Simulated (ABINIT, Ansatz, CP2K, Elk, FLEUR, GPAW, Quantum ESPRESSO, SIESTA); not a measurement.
One structure in several programs: WSi₂ (I4/mmm, 3 atoms in the cell)

Self-consistent single point, at a second geometry (lattice scaled by 0.98). First geometry:

```
CELL_PARAMETERS angstrom
     -1.60500     1.60500     3.91500
      1.60500    -1.60500     3.91500
      1.60500     1.60500    -3.91500
ATOMIC_POSITIONS crystal
  Si 0.66500 0.66500 0.00000
  Si 0.33500 0.33500 0.00000
  W  0.00000 0.00000 0.00000
```

Shared settings, as Ansatz (a program for electronic structure) writes them: kpoints.mp_grid.grid = 10 10 10; scf.occupations.method = fermi_dirac; scf.occupations.width = 0.0073 Ry. Potentials and cutoffs stand in the table.

```
code                                                                                                                                model  ΔF from the first geometry (meV/atom)  pressure (GPa)  largest force (eV/Å)           cutoff
----------------  -----------------------------------------------------------------------------------------------------------------------  -------------------------------------  --------------  --------------------  ---------------
Ansatz                                                                                                             PBE, default PAW files                                   57.7           20.27                 0.303          default
Quantum ESPRESSO                                                          PBE, PseudoDojo standard norm-conserving (PBE) pseudopotentials                                   58.1           20.35                 0.305            75 Ry
CP2K                                                              PBE, GPW, DZVP-MOLOPT-SR-GTH basis, GTH-PBE potentials (GTH_POTENTIALS)                                   55.1           19.60                 0.290      grid 500 Ry
ABINIT                                                                                                        PBE, PAW (JTH v2.0 PBE PAW)                                   58.3           20.23                 0.307           544 eV
Elk                                        PBE, all-electron FP-LAPW, Elk's shipped species files, APW+lo basis with extra local orbitals                                   61.5               –                     –         rgkmax 8
FLEUR                                                                        PBE, all-electron FLAPW (FLEUR), scalar-relativistic valence                                   58.4               –                 0.308  Kmax 4.5 1/bohr
GPAW                                                                                         PBE, GPAW PAW datasets PBE (gpaw-data 1.0.1)                                   61.9           21.29                 0.321           550 eV
SIESTA            GGA PBE, numerical atomic orbitals DZP, PseudoDojo PBE standard norm-conserving potentials (rewritten from UPF to PSML)                                   68.8           22.59                 0.350      grid 400 Ry
```

A dash marks a value that a program does not give, or that is left out as unsure.

On Ansatz's run: spin-orbit coupling is off. Spin polarisation is off.

The spread over the programs that give each value: ΔF from the first geometry within 13.7 meV/atom; pressure within 2.99 GPa; largest force within 0.060 eV/Å.

CP2K and SIESTA use small atom-centred bases, whose incompleteness enters pressures, forces and empty levels differently from a plane-wave cutoff. Elk and FLEUR treat all electrons, but the usual bases taken here (sphere radii, linearisation, local orbitals, empty states) were not tested for convergence, so the values are no reference for the others. Ansatz's pressure is given at a fixed set of plane waves, as the other plane-wave codes print theirs; with its correction for the finite basis it is 20.32 GPa. In the pressure, SIESTA (by 2.28) lies more than 1 GPa from the median of the plane-wave programs.

The starting cell has typed, rounded lattice constants, without a prior relaxation at this level. For this run, on top of that: lattice scaled by 0.98.

Keys are those of Ansatz 0.2.
